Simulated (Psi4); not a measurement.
Psi4 1.11, WB97X/def2-svp: Mg(F)(NH2) ([NH2][Mg][F]), 5 atoms. The geometry is a generated start, not checked to be a minimum at this level.

```yaml
task: energy
method: wb97x
basis: def2-svp
memory: 3 GB
maxiter: 100
keys_of_the_molecule_block: symmetry c1
scf_type: df (default)
e_convergence: 1e-06 (default)
d_convergence: 1e-06 (default)
dft_radial_points: 75 (default)
dft_spherical_points: 302 (default)
basis_functions: 56
grid_points: 109381
```

```xyz
5

Mg     1.0300     0.3756    -0.4632
F      0.4586     1.7552    -1.3012
N     -0.0919    -0.7656     0.5536
H     -0.8192    -1.1511    -0.0447
H     -0.5774    -0.2140     1.2554
```

With the defaults (damping_percentage = 0, diis = true, scf_initial_accelerator = adiis, guess = auto, which took SAD, diis_start = 1, diis_max_vecs = 10, soscf = false, soscf_start_convergence = 0.01) it converges in 9 SCF iterations. One run each on 2 threads, with these changes:
- damping_percentage = 60, diis = false, scf_initial_accelerator = none
- soscf = true, soscf_start_convergence = 0.1
- guess = modhuckel
- diis_max_vecs = 6
- scf_initial_accelerator = none
- guess = core
- damping_percentage = 60
- diis_max_vecs = 20
- diis_start = 4

Problem. Which of these changes keep the SCF from converging, or lead it to another solution?

Solution. No convergence: damping_percentage = 60; damping_percentage = 60, diis = false, scf_initial_accelerator = none (the run ends without SCF convergence in 100 iterations). The rest reach the solution of the defaults.

```
setting                                                                SCF iterations  JK calls             end
---------------------------------------------------------------------  --------------  --------  --------------
soscf = true, soscf_start_convergence = 0.1                                         6        22   same solution
the defaults                                                                        9        10   same solution
scf_initial_accelerator = none                                                      9        10   same solution
diis_max_vecs = 6                                                                   9        10   same solution
diis_max_vecs = 20                                                                  9        10   same solution
guess = modhuckel                                                                  10        31   same solution
diis_start = 4                                                                     11        12   same solution
guess = core                                                                       12        12   same solution
damping_percentage = 60                                                           100       101  no convergence
damping_percentage = 60, diis = false, scf_initial_accelerator = none             100       101  no convergence
```

An SOSCF iteration holds several JK calls; a Hückel guess adds calls on atoms.
